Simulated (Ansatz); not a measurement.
For BiSe (P-3m1, No. 164, 12 atoms in the cell; start mp-27902), LDA in Ansatz (plane waves, PAW) gives:

```
Quantity                    Value
-------------------  ------------
lattice constant a        4.178 Å
lattice parameter c      22.326 Å
cohesive energy      3.80 eV/atom
```

What does PBEsol (Ansatz, an electronic-structure program, plane waves, PAW) give for the same quantities?


- lattice constant a: 4.204 Å (rises by 0.6 %)
- lattice parameter c: 22.759 Å (goes up by 1.9 %)
- cohesive energy: 3.27 eV/atom (decreases by 0.53 eV/atom)

Changes are worked out from the printed values.

Unless a cell is named, each level is at its own relaxed cell (LDA 28.12, PBEsol 29.02 Å³/atom).

Levels without +SOC leave out spin–orbit coupling, which shifts energies and cells of such heavy elements.

Caveats: the relaxation could not lower the start's symmetry, so the cell can be a saddle point above a distorted one (LDA, PBEsol). Ansatz's density-functional and Hartree–Fock values are scalar-relativistic unless marked +SOC, with PAW data made under PBE.

A start named mp-… is a Materials Project structure, which need not be a measured phase.
